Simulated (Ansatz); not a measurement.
# A constructed model of the (110) surface of bcc Ta, a layer of W in place of the second plane (bottom of the slab: a bare face, its two planes held)

These are PBE (plane waves to 420 eV, PAW; Ansatz, an electronic-structure program) values and carry that method's errors.

Set-up: 6 atoms, 11.6 Å thick at the start; mesh 14x14x1; 0.1 eV smearing; dipole correction on; 2 atoms held, the rest relaxed; symmetry of the start imposed; no spin, no spin-orbit, no U. In PBE it lies 0.07 eV a 1x1 cell over the lowest computed structure of the same composition (a layer of W in place of the third plane).

```
Quantity                                            Result
-----------------------------  ---------------------------
work function of the top face                      4.63 eV
energy released by relaxation                     0.084 eV
cost                           very roughly 4 core-minutes
```
